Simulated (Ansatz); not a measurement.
The starting structures come from a database of crystals and need not be the phases stable at ambient conditions.

Here is the system:

```yaml
crystal:
  lattice:
    - [7.10304, 0.00000, 0.00000]
    - [0.00000, 10.03062, 0.00000]
    - [3.55152, 0.00000, 3.55152]
  atoms:
    - { symbol: Na, position: [0.00000, 0.33620, 0.00000] }
    - { symbol: Na, position: [0.00000, 0.66380, 0.00000] }
    - { symbol: Na, position: [0.50000, 0.83620, 0.00000] }
    - { symbol: Na, position: [0.50000, 0.16380, 0.00000] }
    - { symbol: Sn, position: [0.00000, 0.00000, 0.00000] }
    - { symbol: Sn, position: [0.50000, 0.50000, 0.00000] }
    - { symbol: F, position: [0.27917, 0.00000, 0.44166] }
    - { symbol: F, position: [0.72083, 0.00000, 0.55834] }
    - { symbol: F, position: [0.22083, 0.50000, 0.00000] }
    - { symbol: F, position: [0.77917, 0.50000, 0.00000] }
    - { symbol: F, position: [0.31226, 0.35374, 0.37548] }
    - { symbol: F, position: [0.68774, 0.64626, 0.62452] }
    - { symbol: F, position: [0.18774, 0.85374, 0.00000] }
    - { symbol: F, position: [0.81226, 0.14626, 0.00000] }
    - { symbol: F, position: [0.68774, 0.35374, 0.62452] }
    - { symbol: F, position: [0.31226, 0.64626, 0.37548] }
    - { symbol: F, position: [0.81226, 0.85374, 0.00000] }
    - { symbol: F, position: [0.18774, 0.14626, 0.00000] }
```

Space group of this cell: P4_2/mnm. The cell is taken as given.

Transport runs along the normal of the first two printed cell vectors, the (110) plane of the conventional cell.

No gap correction and no spin-orbit coupling; mid-gap values are interpolated between computed energies.

Estimate the band gap and the smallest decay constant κ at mid-gap that Ansatz (a first-principles code) with r2SCAN returns for this system.

Gap 6.14 eV on a 8×4×8 mesh; κ = 0.556 1/Å, at the zone centre.
